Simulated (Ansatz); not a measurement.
Pressure series in TiC

Consider TiC in the rock salt structure (space group Fm-3m, No. 225; a = 4.328 Å).

Cell and atoms are relaxed at each pressure.

Method: Ansatz (a quantum-chemistry and plane-wave program), r2SCAN, PAW, cutoff 500 eV, without spin-orbit coupling.

Two rows of this table had their results exchanged by mistake.

```json
[
 {"pressure": "pressure −2 GPa", "volume per atom (Å³)": "10.21", "shortest distance (Å)": "2.170", "band gap": "zero"},
 {"pressure": "pressure −1 GPa", "volume per atom (Å³)": "10.17", "shortest distance (Å)": "2.167", "band gap": "zero"},
 {"pressure": "pressure 1.8 GPa", "volume per atom (Å³)": "10.06", "shortest distance (Å)": "2.159", "band gap": "zero"},
 {"pressure": "pressure 4.2 GPa", "volume per atom (Å³)": "9.98", "shortest distance (Å)": "2.153", "band gap": "zero"},
 {"pressure": "pressure 9 GPa", "volume per atom (Å³)": "9.81", "shortest distance (Å)": "2.141", "band gap": "zero"},
 {"pressure": "pressure 18 GPa", "volume per atom (Å³)": "8.88", "shortest distance (Å)": "2.071", "band gap": "zero"},
 {"pressure": "pressure 30 GPa", "volume per atom (Å³)": "9.22", "shortest distance (Å)": "2.097", "band gap": "zero"},
 {"pressure": "pressure 45 GPa", "volume per atom (Å³)": "9.53", "shortest distance (Å)": "2.120", "band gap": "zero"},
 {"pressure": "pressure 60 GPa", "volume per atom (Å³)": "8.59", "shortest distance (Å)": "2.048", "band gap": "zero"}
]
```

Task: Which two?

Result: The rows for pressure 18 GPa and pressure 45 GPa: the volume has to fall steadily with pressure, so 9.53 Å³ belongs to pressure 18 GPa and 8.88 Å³ to pressure 45 GPa.

Load acts through the strain it causes; cell and atoms are relaxed under it. Whether these cells are dynamically stable was not tested. Competing high-pressure phases were not computed. All final runs are without spin polarisation.
